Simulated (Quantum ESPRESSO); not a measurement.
Quantum ESPRESSO run on Zr4O (R-3, 15 atoms in the cell): self-consistent single point.

Method of the run: PBEsol, GBRV 1.5 ultrasoft (PBESOL) pseudopotentials (plane waves; Quantum ESPRESSO).

```xyz
15
Lattice="2.8254 1.6313 10.3753 -2.8254 1.6313 10.3753 0.0000 -3.2625 10.3753" Properties=species:S:1:pos:R:3 pbc="T T T"
Zr    -0.9622     1.6340    19.4759
Zr     0.9622    -1.6340    11.6499
Zr    -0.9340    -1.6503    19.4759
Zr     0.9340     1.6503    11.6499
Zr     1.8962     0.0163    19.4759
Zr    -1.8962    -0.0163    11.6499
Zr    -0.9716    -1.5946    14.2757
Zr     0.9716     1.5946    16.8501
Zr     1.8668    -0.0441    14.2757
Zr    -1.8668     0.0441    16.8501
Zr    -0.8952     1.6388    14.2757
Zr     0.8952    -1.6388    16.8501
O      0.0000     0.0000    15.5629
O      0.0000     0.0000     7.7834
O      0.0000     0.0000    23.3424
```

Reference input (self-consistent single point, DFT, PBEsol, plane waves, GBRV 1.5 ultrasoft (PBESOL) pseudopotentials): ecutwfc = 40 Ry; ecutrho = 320 Ry; occupations = smearing; smearing = mp; degauss = 0.0036749 Ry; potentials = {Zr: zr_pbesol_v1.uspp.F.UPF, O: o_pbesol_v1.2.uspp.F.UPF}; K_POINTS = automatic 4 4 4 0 0 0; conv_thr = 1e-09 Ry; mixing_beta = 0.4. This run's input differs from it in these lines:

```diff
@@ -15,4 +15,4 @@
     occupations = 'smearing'
-    smearing = 'mp'
-    degauss = 0.0036749
+    smearing = 'gauss'
+    degauss = 0.0147
 /
```

Output, abridged:

```
     Self-consistent Calculation

     iteration #  1     ecut=    40.00 Ry     beta= 0.40

     Threshold (ethr) on eigenvalues was too large:
     Diagonalizing with lowered threshold

     negative rho (up, down):  7.301E-01 0.000E+00

     total energy              =   -1286.84417041 Ry
     estimated scf accuracy    <       1.04855474 Ry

     iteration #  2     ecut=    40.00 Ry     beta= 0.40

     negative rho (up, down):  7.341E-01 0.000E+00

     total energy              =   -1287.06726849 Ry
     estimated scf accuracy    <       0.31664970 Ry

     iteration #  3     ecut=    40.00 Ry     beta= 0.40

     negative rho (up, down):  7.366E-01 0.000E+00

     total energy              =   -1287.09827395 Ry
     estimated scf accuracy    <       0.09385195 Ry

   [... 8 blocks of this kind left out ...]

     iteration # 12     ecut=    40.00 Ry     beta= 0.40

     negative rho (up, down):  7.439E-01 0.000E+00

     total energy              =   -1287.12012104 Ry
     estimated scf accuracy    <          3.7E-09 Ry

     iteration # 13     ecut=    40.00 Ry     beta= 0.40

     negative rho (up, down):  7.439E-01 0.000E+00
     End of self-consistent calculation

     the Fermi energy is    14.4924 ev

!    total energy              =   -1287.12012104 Ry
     estimated scf accuracy    <          4.7E-10 Ry
     smearing contrib. (-TS)   =      -0.01178682 Ry
     internal energy E=F+TS    =   -1287.10833422 Ry

     convergence has been achieved in  13 iterations

     negative rho (up, down):  7.439E-01 0.000E+00

     Forces acting on atoms (cartesian axes, Ry/au):

     atom    1 type  1   force =    -0.00233241    0.00075632   -0.00244806
     atom    2 type  1   force =     0.00233241   -0.00075632    0.00244806
     atom    3 type  1   force =     0.00051121   -0.00239808   -0.00244806
     atom    4 type  1   force =    -0.00051121    0.00239808    0.00244806
     atom    5 type  1   force =     0.00182120    0.00164176   -0.00244806
   [... lines left out ...]
     Total force =     0.012173     Total SCF correction =     0.000091
   [... lines left out ...]

     negative rho (up, down):  7.439E-01 0.000E+00
          total   stress  (Ry/bohr**3)                   (kbar)     P=      -43.14
  -0.00030337  -0.00000000  -0.00000000          -44.63       -0.00       -0.00
   0.00000000  -0.00030337  -0.00000000            0.00      -44.63       -0.00
   0.00000000  -0.00000000  -0.00027297            0.00       -0.00      -40.16

   JOB DONE.
```

The run converged in 13 iterations. Against the reference run the free energy drops by 5.0 meV/atom, the pressure moves little (-4.32 to -4.31 GPa) and the largest force goes from 0.105 to 0.091 eV/Å.

The starting cell comes from a database of computed structures (which also holds hypothetical and non-ambient phases and stackings), without a prior relaxation at this level. With a pressure of about -4 GPa the cell is away from its equilibrium volume at this level.

Cost on one core of a shared machine: roughly 10 min.
